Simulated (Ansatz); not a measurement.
Worked example: self-consistent single point of the (001) slab of SnSe2 (cut from a parent of space group no. 164; 6 atoms in the cell) in Ansatz (a first-principles code).

Method: LDA (PW92), default PAW files made with PBE (plane waves; Ansatz).

```yaml
crystal:
  lattice:
    - [3.79857, 0.00000, 0.00000]
    - [-1.89928, 3.28966, 0.00000]
    - [0.00000, 0.00000, 23.18230]
  atoms:
    - { symbol: Sn, position: [0.00000, 0.00000, 0.36797] }
    - { symbol: Se, position: [0.33333, 0.66667, 0.43399] }
    - { symbol: Se, position: [0.66667, 0.33333, 0.30195] }
    - { symbol: Sn, position: [0.00000, 0.00000, 0.63203] }
    - { symbol: Se, position: [0.33333, 0.66667, 0.69805] }
    - { symbol: Se, position: [0.66667, 0.33333, 0.56601] }
```

Reference input (self-consistent single point, DFT, LDA (PW92), plane waves, default PAW files made with PBE): basis.ecutwfc = 420 eV; kpoints.mp_grid.grid = 7 7 1; hamiltonian.xc = lda; hamiltonian.pseudopotentials = {kind: paw} (the program's default PAW files); scf.occupations.method = fermi_dirac; scf.occupations.width = 0.05 eV. This run's input differs from it in these lines:

Ansatz 0.2 input:
```diff
@@ -15,3 +15,3 @@
 kpoints:
-  mp_grid: { grid: [7, 7, 1] }
+  mp_grid: { grid: [5, 5, 1] }
 hamiltonian:
```

Output, abridged:

```
SCF iter   1: F=—  HF=-33293.786231 eV  |F-HF|=—  |Δ(HF+E_count)|=         —  Δρ=4.16e-3  dr2=3.58e-2  ethr=1.77e-3  ⟨swp⟩=8.2  Hψ=1196  notcnv=0  defer=3
all-band conjugate gradients solve this SCF's bands
preconditioner: auto → Resta (q_TF=auto, 2.254 Å⁻¹)
SCF iter   2: F=—  HF=-33293.778369 eV  |F-HF|=—  |Δ(HF+E_count)|=   7.86e-3  Δρ=1.99e-3  dr2=3.42e-2  ethr=3.90e-5  ⟨swp⟩=2.2  Hψ=487  notcnv=0  defer=20
   [... lines left out ...]
SCF iter   5: F=—  HF=-33293.774516 eV  |F-HF|=—  |Δ(HF+E_count)|=   2.91e-5  Δρ=9.17e-5  dr2=4.10e-5  ethr=2.54e-7  ⟨swp⟩=2.2  Hψ=475  notcnv=0  defer=20
SCF iter   6: F=—  HF=-33293.774528 eV  |F-HF|=—  |Δ(HF+E_count)|=   1.24e-5  Δρ=3.95e-5  dr2=5.76e-6  ethr=4.45e-8  ⟨swp⟩=3.0  Hψ=584  notcnv=0  defer=20
SCF iter   7: F=—  HF=-33293.774527 eV  |F-HF|=—  |Δ(HF+E_count)|=   1.27e-6  Δρ=1.03e-5  dr2=7.68e-7  ethr=6.26e-9  ⟨swp⟩=2.2  Hψ=418  notcnv=0  defer=20
SCF iter   8: F=-33293.774527 eV  HF=-33293.774527 eV  |F-HF|=5.54e-8  |Δ(HF+E_count)|=   1.31e-7  Δρ=3.74e-6  dr2=6.94e-8  ethr=1.09e-10  ⟨swp⟩=11.8  Hψ=1442  notcnv=0
SCF 1 converged in 8 iterations: F = -33293.774527 eV  dr2 = 6.94e-8
Free energy (F): -33293.774527 eV
Internal energy: -33293.774477 eV  (E = F + TS)
E sigma→0 (E₀):  -33293.774502 eV
Entropy (-TS):   -0.000050 eV (-0.008 meV/atom)
Fermi energy:    1.670491 eV
--- Forces (eV/Å), atoms counted from 1 ---
  atom   1  Sn     0.00000000     0.00000000    -0.01986405
  atom   2  Se     0.00000000     0.00000000     0.48511445
  atom   3  Se    -0.00000000    -0.00000000    -0.36176135
  atom   4  Sn     0.00000000    -0.00000000     0.01986405
  atom   5  Se     0.00000000     0.00000000     0.36176135
  atom   6  Se    -0.00000000    -0.00000000    -0.48511445
--- Stress (GPa, compression-positive) ---
        0.387892       0.000000       0.000000
        0.000000       0.387892       0.000000
        0.000000       0.000000       1.084087
  P = ⅓ Tr σ = 0.6200 GPa (6.200 kbar)
  The stress holds the Pulay correction. Without it, at fixed plane waves, as pw.x and ABINIT print it: P = 0.5936 GPa
```

The run converged in 8 iterations. Against the reference run the free energy goes up by 10.3 meV/atom, the largest force goes from 0.502 to 0.485 eV/Å and the gap on the mesh goes from 0.830 to 0.930 eV.

The starting cell has typed, rounded lattice constants, without a prior relaxation at this level. The slab is cut from that crystal, and its faces are unrelaxed. Its lattice was rescaled by up to half a per cent. Spin polarisation is off, though cut faces can carry moments; a gap of a slab can lie between surface states. Another mesh or the band path of this cell gives a smaller gap, so this value is not converged in the mesh.
